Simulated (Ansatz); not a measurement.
Start from LiTaO₃ (space group R3c, No. 161).

```
LiTaO3
1.0
    2.59549     1.49851     4.63811
   -2.59549     1.49851     4.63811
    0.00000    -2.99701     4.63811
Li Ta O
2 2 6
Direct
  0.70591   0.70591   0.70591
  0.20591   0.20591   0.20591
  0.98792   0.98792   0.98792
  0.48792   0.48792   0.48792
  0.62570   0.86899   0.26119
  0.86899   0.26119   0.62570
  0.26119   0.62570   0.86899
  0.76119   0.36899   0.12570
  0.36899   0.12570   0.76119
  0.12570   0.76119   0.36899
```

Cartesian axes are those of the cell as printed.

The values are results of plane-wave PAW DFT at the PBE level (Ansatz, a first-principles code, 420 eV), scalar-relativistic without spin-orbit coupling, earlier PAW set, not measurements.

Perturbation: the cell is scaled by 0.9785 in all directions; the atoms relax in the strained cell.

Task: Predict the stress tensor and what it implies for the stiffness.

Result: Stress of the strained cell less that of the base (GPa, compression positive):
```
   8.81    0.00    0.00
   0.00    8.81    0.00
   0.00    0.00   10.20
```

Then B = −ΔP/(ΔV/V₀) with ΔV/V₀ = -0.0631 gives secant stiffness values (nonlinear terms included at this strain): B (at held cell shape, above the free-shape value) ≈ 147 GPa.

As a check, the harmonic strain energy −½ V₀ Δσ:ε is 20 meV/atom; the computed energy rise is 19 meV/atom.

Stability against distortions was not tested.
